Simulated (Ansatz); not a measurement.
We consider fluorite HfO₂ (high-temperature phase), described by PBE-D4 (Ansatz, a first-principles code, PAW).

Settings: plane-wave cutoff 520 eV, 12×12×12 k mesh, Fermi–Dirac smearing 0.01 eV, scalar-relativistic PAW data made under PBE.

A third-order Birch–Murnaghan fit to the energies gives V0 = 10.891 Å³/atom, B0 = 252 GPa, B′ = 4.2.

```
V (Å³/atom)  P (GPa)
-----------  -------
10.237           ___
10.455         11.23
10.673          5.32
10.891          0.01
11.108         -4.79
11.326         -9.10
11.544           ___
```

Estimate the withheld pressures from this fit; the answers are the runs' own values.


- 10.237, P (GPa): 17.79
- 11.544, P (GPa): -12.99

The formula P = (3/2) B0 (x^(7/3) − x^(5/3)) [1 + (3/4)(B′ − 4)(x^(2/3) − 1)] with x = V0/V meets the computed pressures within 0.03 GPa when these rounded values are put in.

Measured, for comparison: bulk modulus 242 ± 16 GPa (room temperature, no zero-point or thermal correction, nanocrystalline cubic HfO2, second-order Birch-Murnaghan; as tabulated in High-pressure structural stability, equation of state, and thermal expansion …). Computed (rounded) less measured: bulk modulus +4 % (inside the measured uncertainty). A static lattice is as a rule a little smaller and stiffer than an uncorrected measurement, which narrows the difference in the bulk modulus and would widen misses of the other sign.

Note: symmetry holds this phase in the static calculation, where it need not be a minimum; held by symmetry at 0 K, a high-temperature phase can be a saddle point.

Spin–orbit coupling is not included.

The computed numbers hold no vibrational or temperature effects.
